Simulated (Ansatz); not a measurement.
## Response to strain in Ag

Consider Ag in the fcc (Cu type) structure (space group Fm-3m, No. 225; a = 4.0538 Å; relaxed with 0.1 eV smearing). Axes: x, y, z lie along the cube axes.

Strains are applied to the cell and any free atomic positions relax; under biaxial strain the out-of-plane vector relaxes too.

All numbers come from Ansatz (an electronic-structure program), PBEsol, PAW, cutoff 420 eV, scalar-relativistic without spin-orbit coupling.

Notes on the quantities. energy relative to the base: free energy F; pressure: mean of the normal stresses, compression positive.

```json
[
 {"change": "base", "energy relative to the base": "0 meV/atom", "volume per atom": "16.65 Å³", "pressure": "0.0 GPa"},
 {"change": "biaxial strain −0.84 %, plane normal [001], relaxed out of plane", "energy relative to the base": "+0.8 meV/atom", "volume per atom": "16.57 Å³", "pressure": "0.6 GPa"},
 {"change": "biaxial strain +1.25 %, plane normal [001], relaxed out of plane", "energy relative to the base": "+1.4 meV/atom", "volume per atom": "16.76 Å³", "pressure": "-0.7 GPa"},
 {"change": "biaxial strain +1.56 %, plane normal [110], relaxed out of plane", "energy relative to the base": "+4.6 meV/atom", "volume per atom": "16.93 Å³", "pressure": "-1.7 GPa"},
 {"change": "isotropic strain −4.58 %", "energy relative to the base": "+146 meV/atom", "volume per atom": "14.47 Å³", "pressure": "24.9 GPa"},
 {"change": "isotropic strain +3.79 %", "energy relative to the base": "+67 meV/atom", "volume per atom": "18.62 Å³", "pressure": "-9.6 GPa"},
 {"change": "uniaxial strain ε_xx = −5.27 %", "energy relative to the base": "+23 meV/atom", "volume per atom": "15.78 Å³", "pressure": "7.6 GPa"},
 {"change": "uniaxial strain ε_zz = −4.96 %", "energy relative to the base": "+21 meV/atom", "volume per atom": "15.83 Å³", "pressure": "7.1 GPa"},
 {"change": "uniaxial strain ε_zz = −1.80 %", "energy relative to the base": "+2.5 meV/atom", "volume per atom": "16.35 Å³", "pressure": "2.3 GPa"},
 {"change": "uniaxial strain ε_zz = +0.14 %", "energy relative to the base": "0.0 meV/atom", "volume per atom": "16.68 Å³", "pressure": "-0.2 GPa"}
]
```

A biaxial case was relaxed in a doubled cell and then solved in the primitive one. No phonon test of stability was made.
